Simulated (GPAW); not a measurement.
**Cost against accuracy: kpts for Ti3Al (P6_3/mmc, 8 atoms in the cell)**

Cell: a = 5.6902 Å, b = 5.6902 Å, c = 4.5842 Å, α = 90.00°, β = 90.00°, γ = 120.00°.

Method: LDA (Perdew-Wang 92), GPAW PAW datasets LDA (gpaw-data 1.0.1) (plane waves; GPAW 25.7.0).

Base settings: mode = pw; ecut = 800 eV; xc = LDA; kpts = 4 4 4; mesh shift (steps) = 0.5 0.5 0.5; occupations.name = methfessel-paxton; occupations.width = 0.1 eV; occupations.order = 0; nbands = -14; convergence.density = 1e-05 e/electron.

Misses are taken against the tightest run, 4 4 4 (nbands: -14 → -6; convergence.bands: default → -4), which need not be fully converged itself. The energy is the free energy per atom.

The count of work is k-points × plane waves × bands × iterations; it is no time, and leaves out set-up, grids and terms that scale otherwise. Core times come from one kind of shared machine and are given to one figure; runs under 30 s give none.

The starting cell comes from a database of computed structures (which also holds hypothetical and non-ambient phases and stackings), without a prior relaxation at this level. Its lattice was rescaled by a random factor within 2.5 % of one. Spin polarisation is off. In the base run, with a pressure of about -3 GPa the cell is away from its equilibrium volume at this level.

The runs (kpts): 1 1 1 (nbands: -14 → -6; convergence.bands: default → -4) | 1 1 2 (nbands: -14 → -6; convergence.bands: default → -4) | 2 2 2 (nbands: -14 → -6; convergence.bands: default → -4) | 3 3 3 (nbands: -14 → -6; convergence.bands: default → -4) | 3 3 4 (nbands: -14 → -6; convergence.bands: default → -4) | 4 4 4 | 4 4 4 (nbands: -14 → -6; convergence.bands: default → -4).

Which is the coarsest setting among those run that, with all tighter ones, holds the energy within 20 meV/atom of the reference, and what does it save?

3 3 3 (nbands: -14 → -6; convergence.bands: default → -4), off by 5.2 meV/atom; its saving against the reference is no more than about a factor of 2 in the count of work. The coarser 1 1 2 (nbands: -14 → -6; convergence.bands: default → -4) also lies inside, but a setting between leaves the range again, so that is luck.

Which is the coarsest setting among those run that, with all tighter ones, holds the energy within 0.5 meV/atom of the reference, and what does it save?

4 4 4, off by 0.00 meV/atom; its saving against the reference is no more than about a factor of 2 in the count of work.

For at most 0.3 times the reference's count of work, which run misses the energy least?

1 1 2 (nbands: -14 → -6; convergence.bands: default → -4), with a miss of 14 meV/atom at a count of 0.065.

What does the step from 2 2 2 (nbands: -14 → -6; convergence.bands: default → -4) to 3 3 4 (nbands: -14 → -6; convergence.bands: default → -4) buy?

It takes the miss in the energy from 34 to 1.5 meV/atom, for 3.2 times the count of work and roughly 2 times the time.

| kpts | energy less reference (meV/atom) | pressure less reference (GPa) | largest difference in the force on any atom (eV/Å) | count of work / reference | core time / reference (rough) |
|---|---|---|---|---|---|
| 1 1 1 (nbands: -14 → -6; convergence.bands: default → -4) | 291.89 | 8.08 | 2.053 | 0.070 | 0.1 |
| 1 1 2 (nbands: -14 → -6; convergence.bands: default → -4) | 13.66 | 1.52 | 0.074 | 0.065 | 0.1 |
| 2 2 2 (nbands: -14 → -6; convergence.bands: default → -4) | -34.44 | -0.57 | 0.178 | 0.21 | 0.3 |
| 3 3 3 (nbands: -14 → -6; convergence.bands: default → -4) | 5.24 | 0.08 | 0.127 | 0.65 | 0.7 |
| 3 3 4 (nbands: -14 → -6; convergence.bands: default → -4) | -1.54 | -0.06 | 0.027 | 0.68 | 0.7 |
| 4 4 4 | 0.00 | 0.00 | 0.001 | 0.87 | 0.9 |
| 4 4 4 (nbands: -14 → -6; convergence.bands: default → -4) | 0.00 | 0.00 | 0.000 | 1.0 | 1 |
